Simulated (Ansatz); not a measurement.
# SnSe2: pressure 4.5 GPa

The parent structure is SnSe₂ in the CdI2 type structure (space group P-3m1, No. 164; a = 3.840 Å, c = 6.006 Å; layered, stacked along the Cartesian z axis).

Now apply this change: cell and atoms relaxed at a pressure of 4.5 GPa.

Level of theory: plane-wave PAW DFT at the PBE-D3(BJ) level (Ansatz, a first-principles code, 420 eV), scalar-relativistic without spin-orbit coupling. Γ-centred 10×10×6 mesh, Fermi–Dirac width 0.05 eV.

| quantity | base | changed | shift |
|---|---|---|---|
| volume per atom | 25.57 Å³ | 23.07 Å³ | -2.494 Å³ |
| density | 5.99 g/cm³ | 6.64 g/cm³ | +0.65 g/cm³ |
| lattice parameter a | 3.840 Å | 3.786 Å | -0.054 Å |
| c/a ratio | 1.564 | 1.473 | -0.091 |
| enthalpy H = E + PV relative to the base's energy | – | +0.68 eV/atom | – |
| band gap | 0.36 eV | zero | – |

Cost of the whole job for the changed cell (relaxation, final SCF and bands): roughly 60 core-seconds.

A case with no gap was solved on a k-mesh chosen for an insulator, which is coarse for it. Load acts through the strain it causes; cell and atoms are relaxed under it. Whether these cells are dynamically stable was not tested. All final runs are without spin polarisation. The zero or small gap of SnSe2 under pressure 4.5 GPa can change with the level of theory.
